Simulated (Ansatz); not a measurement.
Consider RbCl in the rock salt structure (space group Fm-3m, No. 225; a = 6.698 Å).

Calculations: PBE, PAW, 420 eV (Ansatz, a first-principles code; no SOC).

One change was made to it. Results:

The electron mass changes from 0.44 mₑ (at Γ) to 1.2 mₑ along k, 0.31 mₑ across (at X); the lattice parameter a shrinks by 1.659 Å (6.698 Å → 5.039 Å); the gap character becomes direct at X (base: direct at Γ); the band gap decreases by 2.965 eV, from 4.84 eV to 1.87 eV.

**Question.** What was done to the base?
A) pressure −2 GPa
B) pressure 100 GPa
C) pressure 3 GPa

**Answer.** B, pressure 100 GPa. For comparison, the band gap in the other runs: pressure −2 GPa gives 4.10 eV; pressure 3 GPa gives 5.32 eV.

Load acts through the strain it causes; cell and atoms are relaxed under it. Effective masses come from finite differences of ±0.01 Å⁻¹. Along k means along the line from Γ to the band edge. Whether these cells are dynamically stable was not tested. No other phases were tried under pressure.
